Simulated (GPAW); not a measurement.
Band structure of SrSi2Pd2 (I4/mmm, 5 atoms in the cell).

```xyz
5
Lattice="-2.1522 2.1522 5.0002 2.1522 -2.1522 5.0002 2.1522 2.1522 -5.0002" Properties=species:S:1:pos:R:3 pbc="T T T"
Sr     0.0000     0.0000     0.0000
Si     0.0000     0.0000     3.7362
Si     0.0000     0.0000     6.2641
Pd     2.1522     0.0000     2.5001
Pd     0.0000     2.1522     2.5001
```

Level of theory: LDA (Perdew-Wang 92), GPAW PAW datasets LDA (gpaw-data 1.0.1) (plane waves; GPAW).

Settings: mode = pw; ecut = 550 eV; xc = LDA; kpts = 9 9 9; mesh shift (steps) = 0 0 0; occupations.name = methfessel-paxton; occupations.width = 0.2 eV; occupations.order = 0; nbands = -11; symmetry.symmorphic = false; symmetry.tolerance = 0.0005; maxiter = 100; bandpath_npoints = 40.

The starting cell comes from a database of computed structures (which also holds hypothetical and non-ambient phases and stackings), without a prior relaxation at this level. Spin polarisation is off.

Levels in eV from the Fermi level, bands 22 to 29:
```
point     22     23     24     25     26     27    28    29
-----  -----  -----  -----  -----  -----  -----  ----  ----
Γ      -1.97  -1.54  -0.85  -0.85   0.85   1.80  1.80  3.88
X      -2.75  -2.73  -1.30  -0.86  -0.65  -0.45  3.06  4.71
Y      -2.84  -2.78  -1.08  -0.85  -0.30  -0.10  3.11  4.66
S      -3.07  -2.99   0.16   0.26   0.60   2.87  3.14  3.76
Z      -1.54  -0.86  -0.86   1.09   1.41   3.39  3.65  4.04
S1     -3.07  -2.99   0.16   0.26   0.60   2.87  3.14  3.76
N      -3.30  -2.52  -1.38   0.23   1.78   2.44  2.59  3.75
P      -2.76  -2.38  -1.06  -1.06  -0.60  -0.60  2.66  4.97
Y1     -2.84  -2.78  -1.08  -0.85  -0.30  -0.10  3.11  4.66
```

Bands cross the Fermi level along this path, so the cell is metallic at this level.
